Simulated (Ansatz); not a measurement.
Input:

End structure of a constructed model of the (111)A surface of zinc-blende InSb, In-terminated, 2x2 In adatom at T4 (bottom of the slab: 3 H on 4 bottom sites):

```
CELL_PARAMETERS angstrom
      9.38685     0.00000     0.00000
     -4.69342     8.12925     0.00000
      0.00000     0.00000    32.50000
ATOMIC_POSITIONS crystal
  Sb 0.00309 0.99629 0.31266
  Sb 0.49380 0.99690 0.31300
  Sb 0.00309 0.50680 0.31266
  Sb 0.50020 0.50010 0.29121
  In 0.34777 0.19622 0.33489
  In 0.83411 0.16706 0.33504
  In 0.34777 0.65155 0.33489
  In 0.80330 0.65165 0.33536
  Sb 0.33333 0.16667 0.42335
  Sb 0.83333 0.16667 0.42335
  Sb 0.33333 0.66667 0.42335
  Sb 0.83333 0.66667 0.42335
  In 0.16667 0.33333 0.45283
  In 0.66667 0.33333 0.45283
  In 0.16667 0.83333 0.45283
  In 0.66667 0.83333 0.45283
  Sb 0.16651 0.33325 0.54190
  Sb 0.67156 0.34283 0.54129
  Sb 0.15745 0.82873 0.54123
  Sb 0.67156 0.82873 0.54129
  In 0.00228 0.00513 0.57426
  In 0.50053 0.00026 0.55895
  In 0.00228 0.49715 0.57426
  In 0.49502 0.49751 0.57412
  Sb 0.00709 0.01478 0.66420
  Sb 0.49972 0.99986 0.64607
  Sb 0.00709 0.49232 0.66420
  Sb 0.48449 0.49225 0.66408
  In 0.34766 0.15198 0.69396
  In 0.80375 0.15187 0.69416
  In 0.34766 0.69568 0.69396
  In 0.83283 0.66642 0.66994
  H  0.99898 0.00278 0.25983
  H  0.50345 0.00173 0.26015
  H  0.99898 0.49620 0.25983
  In 0.49930 0.99965 0.74801
```

Set-up: 36 atoms, 16.2 Å thick at the start with caps and adatoms; mesh 3x3x1; 0.025 eV smearing; dipole correction on; 8 atoms held, the rest relaxed; symmetry of the start imposed; no spin (no spin-polarised run to compare, though such a face may carry moments), no spin-orbit, no U. The slab shows no gap over 0.04 eV on its mesh. In PBE it is, or lies within 0.01 eV a 1x1 cell of, the lowest of the 2 structures of its composition computed so far; subsurface sites and larger cells were not tried.

**Question.** What is the computed work function of the top face (PBE (Ansatz, an electronic-structure program))?

**Answer.** 4.13 eV
